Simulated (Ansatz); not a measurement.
## Effect of biaxial strain −2.12 %, plane normal [001], relaxed out of plane on NaOH

Start from NaOH (space group P2_1/m, No. 11; layered, stacked along the Cartesian z axis).

```
CELL_PARAMETERS angstrom
      3.40455     0.00000     0.00000
      0.00000     3.37085     0.00000
     -1.68728     0.00000     5.44201
ATOMIC_POSITIONS crystal
  Na 0.66059 0.25000 0.81883
  Na 0.33941 0.75000 0.18117
  H  0.96159 0.25000 0.42060
  H  0.03841 0.75000 0.57940
  O  0.13150 0.75000 0.75840
  O  0.86850 0.25000 0.24160
```

Cartesian axes are those of the cell as printed.

One thing is altered: biaxial strain −2.12 %, plane normal [001], relaxed out of plane (Cartesian); in-plane vectors clamped, the third vector and the atoms free.

Method: Ansatz (an electronic-structure program) PBEsol, no spin-orbit coupling. k-mesh 10×10×6 (Γ-centred); smearing 0.05 eV (Fermi–Dirac).

| quantity | base | changed | shift |
|---|---|---|---|
| volume per atom | 10.41 Å³ | 10.10 Å³ | -0.31 Å³ |
| space group | P2_1/m (No. 11) | P2_1/m (No. 11) | – |
| pressure (mean of the normal stresses, compression positive) | 0.00 GPa | 1.68 GPa | +1.68 GPa |
| band gap | 2.99 eV | 3.04 eV | +0.045 eV |
| gap character | direct at Γ | direct at Γ | – |
| width of the top valence band | 1.04 eV | 1.11 eV | +0.07 eV |
| valence-band top at Γ (three highest levels, from the VBM) | 0.00, -0.23, -0.30 eV | 0.00, -0.21, -0.28 eV | – |
| out-of-plane strain | – | +1.24 % | – |
| ratio −ε⊥/ε∥ | – | 0.59 | – |
| mean in-plane stress (compression positive) | – | +2.5 GPa | – |

Stability against distortions was not tested. No dispersion term is included in the PBEsol runs.
